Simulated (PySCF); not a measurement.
PySCF 2.14.0, BP86/def2-svp, df: Ti(Cl)2(OMe)2 (C[O][Ti]([Cl])([Cl])[O]C), 13 atoms. The geometry is a generated start, not checked to be a minimum at this level.

```
Quantity                       Value
-------------------  ---------------
task                          energy
method                          bp86
basis                       def2-svp
two-electron scheme  density fitting
mol.max_memory               3000 MB
mf.max_cycle                     100
mf.conv_tol          1e-09 (default)
mf.grids.level           3 (default)
basis functions                  153
grid points                   173912
```

```xyz
13

Ti     0.5262     0.6501     0.8932
Cl     2.4061     1.6478     1.1718
Cl    -0.5056     0.9032     2.7593
O      0.7921    -0.9843     0.6893
C      0.7469    -2.3081     0.2792
H      0.7434    -2.3617    -0.8197
H      1.6248    -2.8461     0.6620
H     -0.1634    -2.7859     0.6692
O     -0.3527     1.4688    -0.2703
C     -1.2689     1.6224    -1.3008
H     -1.8639     2.5307    -1.1365
H     -0.7422     1.7116    -2.2622
H     -1.9428     0.7514    -1.3345
```

Charge 0 and multiplicity 1 are set for this test and not shown to be the ground state.

With the defaults (mf.DIIS = CDIIS, mf.diis = true, mf.damp = 0, mf.diis_start_cycle = 1, mf.init_guess = minao, mf.diis_space = 8, mf.level_shift = 0) it converges in 16 Fock builds. One run each on 2 threads, 1 BLAS thread, with these changes:
- mf.level_shift = 1 Hartree
- mf.DIIS = EDIIS
- mf.DIIS = ADIIS
- mf.diis = false, mf.damp = 0.7, mf.diis_start_cycle = 999
- mf.diis_space = 12
- mf.init_guess = huckel
- mf.level_shift = 0.1 Hartree
- mf.level_shift = 0.3 Hartree
- mf.diis = false

Problem. Name the settings that don't reach the solution of the defaults.

Solution. No convergence: mf.DIIS = EDIIS; mf.diis = false (the run ends without SCF convergence in 100 cycles). The rest reach the solution of the defaults.

```csv
setting,Fock builds,end
mf.diis_space = 12,15,same solution
mf.level_shift = 0.1 Hartree,15,same solution
the defaults,16,same solution
mf.init_guess = huckel,20,same solution
mf.level_shift = 0.3 Hartree,21,same solution
"mf.diis = false, mf.damp = 0.7, mf.diis_start_cycle = 999",27,same solution
mf.DIIS = ADIIS,27,same solution
mf.level_shift = 1 Hartree,41,same solution
mf.DIIS = EDIIS,101,no convergence
mf.diis = false,101,no convergence
```
